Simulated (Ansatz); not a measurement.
CsCl-type AgCd was calculated with r²SCAN (plane waves, PAW; Ansatz, a program for electronic structure).

Numerical settings: plane-wave cutoff 500 eV, 16×16×16 k mesh, Fermi–Dirac smearing 0.1 eV, no spin polarisation, scalar-relativistic PAW data made under PBE.

Computed at the level's own relaxed cell.

Problem. Estimate the volume per atom and lattice constant a that the calculation returns.

Solution. 
- volume per atom: 18.71 Å³/atom
- lattice constant a: 3.345 Å

The run finds no gap.
